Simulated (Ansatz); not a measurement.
Data:

```
CELL_PARAMETERS angstrom
      2.54101     0.00000     0.00000
     -1.27050     2.20058     0.00000
      0.00000     0.00000     4.20329
ATOMIC_POSITIONS crystal
  B  0.33333 0.66667 0.00027
  B  0.66667 0.33333 0.50027
  N  0.33333 0.66667 0.37473
  N  0.66667 0.33333 0.87473
```

All values below come from PBE, rigid bands (plane waves, PAW, scalar-relativistic; Ansatz, a first-principles code). Cell: cell and atoms relaxed with PBEsol.

Predict the electron conductivity mass (n e² τ/σ) at 300 K, by direction if it differs.

0.52 (x), 0.52 (y), 0.31 (z) mₑ.

What conductivity effective mass do dilute holes have at 300 K?

0.83 (x), 0.83 (y), 1.29 (z) mₑ.

And the band gap?

5.19 eV at this level; semilocal functionals usually fall short of the measured gap.

Rigid bands, one relaxation time for all states, no polarons. Spin-orbit coupling is left out. Geometry: cell and atoms relaxed with PBEsol.
